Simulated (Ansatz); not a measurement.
Consider this model of amorphous Ti$_{20}$O$_{43}$Sb$_{2}$.

```xyz
65
Lattice="9.5907 -0.2070 -0.2210 -0.2070 9.3800 -0.0472 -0.2210 -0.0472 9.1509" Properties=species:S:1:pos:R:3 pbc="T T T"
Ti     8.0846     8.4203     1.8661
Ti     6.2127     2.3077     7.2098
Ti     3.7500     0.3088     6.6009
Ti     3.6881     4.3585     7.8792
Ti     1.3041     2.6270     0.1731
Ti     8.4308     3.7072     4.6296
Ti     3.8452     7.5019     4.1151
Ti     5.7000     5.9257     1.4345
Ti     7.5255     2.5956     1.3188
Ti     9.1486     5.1776     1.0519
Ti     6.6474     8.3371     8.0498
Ti     3.1993     7.4379     8.5060
Ti     1.3337     2.7006     6.2691
Ti     1.5118     8.0377     2.3379
Ti     0.5983     5.5159     7.2618
Ti     1.5629     4.8141     3.2842
Ti     1.6648     1.3250     3.6299
Ti     7.9693     7.2740     5.2379
Ti     3.7655     2.9326     1.9722
Ti     0.1657     8.9536     7.2691
O      6.4915     2.8056    -0.1118
O      1.0125     1.3522     7.8884
O      2.3577     1.2074     5.5404
O      2.6891     3.2831     3.5459
O      9.2152     2.9545     0.6879
O      7.6386     0.7674     1.5742
O      6.8022     7.5626     0.7029
O      8.7204     9.0382     5.6340
O      7.3018     2.8364     3.2944
O      2.3755     5.8594     7.7236
O      4.6296     8.4201     7.9789
O      2.5171     7.9976     0.8350
O      0.7888     3.7066     7.8628
O      7.5648     7.8715     3.4753
O      1.5426     4.8455     1.5030
O      5.3739     2.3067     5.3069
O      4.8915     1.6404     2.4747
O      2.5943     9.0893     3.4284
O      2.1158     6.6278     3.5158
O      9.3515     4.5551     2.9956
O      2.0322     1.8066     1.7100
O     -0.0016     7.0479     6.3497
O      4.3997     1.6473     7.5371
O      4.7927     4.4274     2.1069
O      0.4577     0.0727     2.7834
O      7.7658     2.9282     6.1126
O      5.3766     4.3167     7.0430
O      4.9765     7.0301     2.7913
O      6.7306     7.3135     6.5517
O      9.0076     5.4686     8.4090
O      4.5007     8.9542     5.1565
O      8.6175     8.4517     8.3972
O      2.9077     3.6494     6.3885
O      6.8899     0.6451     7.4560
O      0.3699     2.2931     4.5793
O      4.6257     5.9744    -0.0586
O     -0.1565     7.1600     1.8339
O      4.1111     6.2545     5.3648
O      7.4536     5.3426     4.8729
O      2.1656     8.4998     7.2723
O      0.5652     4.5272     5.5962
O      7.3298     4.9060     1.3428
O      3.2608     3.2991     0.0910
Sb     6.2031     1.1328     3.9478
Sb     5.3127     4.5832     5.0103
```

These are PBE, scalar-relativistic without spin-orbit coupling (plane waves to 420 eV, PAW; Ansatz, a first-principles code) values and carry that method's errors.

A CHGNet melt-quench gave the starting glass, which DFT then relaxed. O atoms were pushed apart under 1.9 Å during the dynamics, to hinder bonds among them. The hot cell started wider than the set density and was brought back towards it in steps. It is the lowest in DFT energy of 2 quenches. It is a model cell: composition and starting density were chosen by hand, and all elements were melted together. No dispersion term was used. Its density started from a set value of 3.81 and ended at 3.81 g/cm³. Cooling (nominally 360 K/ps over its main leg) ran many orders faster than in experiment, which tends to leave more defects and strain. A cell of this size samples the disorder only roughly. The volume was held where the preparation left it and the shape relaxed, at a PBE pressure of 1.5 GPa. Stress components on the final sampling reach 2.4 GPa. On a 2×2×2 Γ-centred mesh force components of up to 0.12 eV/Å stay, since the relaxation ran on the zone centre alone. Cycles of charging lowered its energy after that relaxation.

Cut-offs for bonds: Ti-Ti 3.12 Å, Ti-O 2.40 Å, Ti-Sb 3.09 Å, O-O 1.58 Å, O-Sb 2.46 Å, Sb-Sb 3.25 Å. Two cations that share two anions don't count as bonded, nor two that share one unless they lie closer than Ti-Ti 3.04 Å, Ti-Sb 3.01 Å, Sb-Sb 2.97 Å.

Give the coordination numbers, mean bond lengths and angles.


```
Property                                                           Value
---------------------------------  -------------------------------------
Mean coordination of Ti by anions   5.20 (1 with 4, 14 with 5, 5 with 6)
Mean coordination of O                       2.58 (18 with 2, 25 with 3)
Mean coordination of Sb by anions              3.50 (1 with 3, 1 with 4)
Mean Ti-O bond                     1.942 Å (spread 0.119 Å, 104 counted)
Mean O-Sb bond                       2.122 Å (spread 0.112 Å, 7 counted)
Bond angle at Ti                               mean 105.5°, spread 26.3°
Bond angle at O                                mean 120.9°, spread 19.5°
Bond angle at Sb                                mean 97.8°, spread 18.4°
```

List the pairs of like atoms that count as bonded by the rules above.

There are none by these rules.
